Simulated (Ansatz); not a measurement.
Effect of isotropic strain +1.16 % on hypothetical P4/nmm Re2B

Consider Re2B (space group P4/nmm, No. 129; a = 3.513 Å, c = 5.940 Å; a hypothetical phase, not in the database extracts checked).

Now apply this change: the cell is scaled by 1.0116 in all directions; the atoms relax in the strained cell.

All numbers come from Ansatz (a program for electronic structure), PBE-D3(BJ), PAW, cutoff 420 eV, without spin-orbit coupling. k-mesh 13×13×8 (Γ-centred); smearing 0.05 eV (Fermi–Dirac).

```json
[
 {"quantity": "volume per atom", "base": "12.22 Å³", "changed": "12.65 Å³", "shift": "+0.43 Å³"},
 {"quantity": "space group", "base": "P4/nmm (No. 129)", "changed": "P4/nmm (No. 129)", "shift": "–"},
 {"quantity": "shortest interatomic distance", "base": "2.151 Å", "changed": "2.178 Å", "shift": "+0.0276 Å"},
 {"quantity": "energy relative to the base (free energy F)", "base": "0 meV/atom", "changed": "+15 meV/atom", "shift": "+15 meV/atom"},
 {"quantity": "pressure (mean of the normal stresses, compression positive)", "base": "0.0 GPa", "changed": "-10.8 GPa", "shift": "-10.8 GPa"},
 {"quantity": "band gap", "base": "zero", "changed": "zero", "shift": "–"},
 {"quantity": "largest internal atomic displacement", "base": "–", "changed": "0.011 Å", "shift": "–"}
]
```

Cost of the whole job for the changed cell (relaxation, final SCF and bands): very roughly 80 core-seconds.

Whether these cells are dynamically stable was not tested. The final runs are not spin-polarised. The program warned that a D3 coordination switch lies within reach, so dispersion energies are less smooth here.
